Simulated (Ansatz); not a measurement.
**Effect of pressure 30 GPa on CsSnI3**

Take CsSnI3 in the cubic perovskite structure (space group Pm-3m, No. 221; a = 6.130 Å) as the base.

Modification: a hydrostatic pressure of 30 GPa.

Calculations: PBEsol (Ansatz, a quantum-chemistry and plane-wave program; PAW; 420 eV plane waves; spin-orbit coupling left out). Settings: 8×8×8 k-points, 0.05 eV Fermi–Dirac smearing.

```tsv
quantity	base	changed	shift
volume per atom	46.08 Å³	27.90 Å³	-18.18 Å³
lattice parameter a	613.0 pm	518.6 pm	-94.4 pm
shortest interatomic distance	306.5 pm	259.3 pm	-47.2 pm
enthalpy H = E + PV relative to the base's energy	–	+6.27 eV/atom	–
band gap	0.10 eV	zero	–
```

Final structure:

```xyz
5
Lattice="5.1862 0.0000 0.0000 0.0000 5.1862 0.0000 0.0000 0.0000 5.1862" Properties=species:S:1:pos:R:3 pbc="T T T"
Cs     0.0000     0.0000     0.0000
Sn     2.5931     2.5931     2.5931
I      0.0000     2.5931     2.5931
I      2.5931     2.5931     0.0000
I      2.5931     0.0000     2.5931
```

Cost of the whole job for the changed cell (relaxation, final SCF and bands): about 80 core-seconds (a rough figure).

Spin-orbit coupling, missing from the scalar runs, can matter with I. Load acts through the strain it causes; cell and atoms are relaxed under it. No phonon test of stability was made. No other phases were tried under pressure. The final runs are not spin-polarised. Many cubic perovskites are stable only at high temperature; tilts and polar distortions were not tested. The zero or small gap of CsSnI3 can change with the level of theory.
